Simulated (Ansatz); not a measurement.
## A computed series for Ge: pressure series

The reference is Ge (space group I4_1/amd, No. 141; a = 5.1184 Å, c = 2.8009 Å; a cell from a computed database, its experimental status unchecked).

Cell and atoms are relaxed at each pressure.

All numbers come from Ansatz (a program for electronic structure) PBEsol, no spin-orbit coupling.

```json
[
 {"pressure (GPa)": "-2", "volume per atom (Å³/atom)": "18.846"},
 {"pressure (GPa)": "-1", "volume per atom (Å³/atom)": "18.586"},
 {"pressure (GPa)": "0", "volume per atom (Å³/atom)": "18.345"},
 {"pressure (GPa)": "0.7", "volume per atom (Å³/atom)": "?"},
 {"pressure (GPa)": "1.5", "volume per atom (Å³/atom)": "18.016"},
 {"pressure (GPa)": "3", "volume per atom (Å³/atom)": "17.715"},
 {"pressure (GPa)": "5", "volume per atom (Å³/atom)": "17.352"},
 {"pressure (GPa)": "7.5", "volume per atom (Å³/atom)": "16.950"},
 {"pressure (GPa)": "10", "volume per atom (Å³/atom)": "16.593"}
]
```

**Question.** Fit the third-order Birch–Murnaghan form P(V) = (3B₀/2)[(V₀/V)^(7/3) − (V₀/V)^(5/3)]·[1 + (3/4)(B₀′ − 4)((V₀/V)^(2/3) − 1)] (squares taken in P) to the rows shown and predict the withheld row.

**Answer.** Least squares on the printed values gives V₀ = 18.346 Å³/atom, B₀ = 79.1 GPa, B₀′ = 4.6; this predicts 18.187 Å³/atom, and the run gives 18.188 Å³/atom, in agreement.

Load acts through the strain it causes; cell and atoms are relaxed under it. No phonon test of stability was made. No other phases were tried under pressure. This is not the structure that Ge has at room temperature and ambient pressure.
